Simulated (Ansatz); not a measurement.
# Cs2AgBiBr6: pressure series

The parent structure is Cs2AgBiBr6 (space group Fm-3m, No. 225; a = 11.3439 Å).

Cell and atoms are relaxed at each pressure.

Calculations: Ansatz (a first-principles code) r2SCAN, spin-orbit coupling left out, earlier PAW set.

Base values:

| Quantity | Value |
|---|---|
| Band gap | 1.67 eV |

Task: The aim is a band gap between 0.92 eV and 0.98 eV. Which of these changes reaches it?
A. pressure 30 GPa
B. pressure 18 GPa
C. pressure 4.2 GPa
D. pressure 1.8 GPa

Result: B, pressure 18 GPa. It gives 0.95 eV; pressure 30 GPa gives 0.62 eV; pressure 4.2 GPa gives 1.44 eV; pressure 1.8 GPa gives 1.56 eV. Changes not listed may reach it too

With Bi present, leaving out spin-orbit coupling can change the band edges. Load acts through the strain it causes; cell and atoms are relaxed under it. Stability against distortions was not tested. Competing high-pressure phases were not computed.
